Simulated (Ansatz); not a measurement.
The parent structure is MgO in the rock salt structure (space group Fm-3m, No. 225; a = 4.214 Å). Axes: x, y, z lie along the cube axes.

One thing is altered: uniaxial strain ε_zz = −1.75 %, all other strain components held at zero, atoms relaxed at fixed cell.

Levels (all Ansatz, an electronic-structure program, PAW): PBEsol (420 eV, without spin-orbit coupling); HSE06+SOC (420 eV, with spin-orbit coupling).

The geometry is relaxed with PBEsol.

| Property | Value |
|---|---|
| PBEsol lowest conduction level above the VBM at special points | Γ 4.78 eV; N 7.84 eV; M 8.84 eV |
| PBEsol valence-band top at Γ | 0.00, 0.00, -0.04 eV |

With HSE06+SOC at the same geometry, the lowest conduction level above the VBM at special points changes from Γ 4.78 eV; N 7.84 eV; M 8.84 eV to Γ 6.62 eV; N 9.78 eV; M 10.74 eV; the valence-band top at Γ (three highest Kramers pairs, from the VBM) becomes 0.00, -0.02, -0.07 eV (PBEsol: 0.00, 0.00, -0.04 eV).

Single points use the geometry relaxed with PBEsol. Differences between runs with and without spin-orbit coupling are approximate. The levels and masses belong to the bands next to the band gap. No phonon test of stability was made. Labels are those of the standard path for the cell's own space group.
